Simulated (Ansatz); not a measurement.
Base system: Ag in the fcc (Cu type) structure (space group Fm-3m, No. 225; a = 4.1043 Å; relaxed with 0.1 eV smearing). Axes: x, y, z lie along the cube axes.

Method: r2SCAN/PAW in Ansatz (a first-principles code), no spin-orbit coupling.

Base values:

```
Item        Value
--------  -------
Pressure  0.0 GPa
```

Perturbation: biaxial strain +2.50 %, plane normal [001], relaxed out of plane (Cartesian); in-plane vectors clamped, the third vector and the atoms free.

Question: What does the calculation give for the pressure after the change?

Answer: The pressure (mean of the normal stresses, compression positive) goes from zero to -0.9 GPa.

Question: Predict the new out-of-plane strain.

Answer: The out-of-plane strain amounts to -3.83 %.

Whether these cells are dynamically stable was not tested.
